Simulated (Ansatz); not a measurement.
Input:

End structure of a constructed model of the (0001) surface of hcp Zr, a pseudomorphic layer of W in the host's stacking (bottom of the slab: a bare face, its two planes held):

```yaml
crystal:
  lattice:
    - [3.23249, 0.00000, 0.00000]
    - [-1.61625, 2.79942, 0.00000]
    - [0.00000, 0.00000, 32.00000]
  atoms:
    - { symbol: Zr, position: [0.66667, 0.33333, 0.25197] }
    - { symbol: Zr, position: [0.33333, 0.66667, 0.33275] }
    - { symbol: Zr, position: [0.66667, 0.33333, 0.41445] }
    - { symbol: Zr, position: [0.33333, 0.66667, 0.49570] }
    - { symbol: Zr, position: [0.66667, 0.33333, 0.57522] }
    - { symbol: Zr, position: [0.33333, 0.66667, 0.65982] }
    - { symbol: W, position: [0.66667, 0.33333, 0.72229] }
```

Model: 7-atom slab, 15.9 Å thick at the start, 13x13x1 mesh, Fermi-Dirac 0.1 eV, dipole correction, 2 atoms held, the rest relaxed; held to the start's symmetry, so lower structures may exist; no spin, no spin-orbit, no U. It is one candidate, not shown to be the stable structure of the face.

Q: What work function of the top face does Ansatz (an electronic-structure program) with PBE give?

A: 4.30 eV
